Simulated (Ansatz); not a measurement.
Take GaAs in the zinc blende structure (space group F-43m, No. 216; a = 5.6028 Å) as the base. Axes: x, y, z lie along the cube axes.

Perturbation: tensile biaxial strain of 1.50 % in the plane normal to [001], as in epitaxy on a mismatched substrate; the out-of-plane cell vector and the atoms relax.

The values are results of LDA, PAW, 420 eV (Ansatz, an electronic-structure program; no spin-orbit coupling), not measurements.

Question: Give the band edges at the high-symmetry points of the new zone, measured from its valence-band maximum.

Answer: 
```tsv
point	valence edge (eV)	conduction edge (eV)
Γ	0.00	0.26
X	-2.75	1.29
P	-3.53	4.69
N	-1.15	0.76
M	-2.95	1.11
S	-2.58	1.55
S₀	-2.58	1.55
R	-3.52	4.22
G	-3.52	4.22
```

The gap is 0.26 eV, direct at Γ.

No phonon test of stability was made. A zero or small gap of GaAs under biaxial strain +1.50 %, plane normal [001], relaxed out of plane can be the functional's error rather than a property of the material. k-point labels follow each cell's own Brillouin zone.
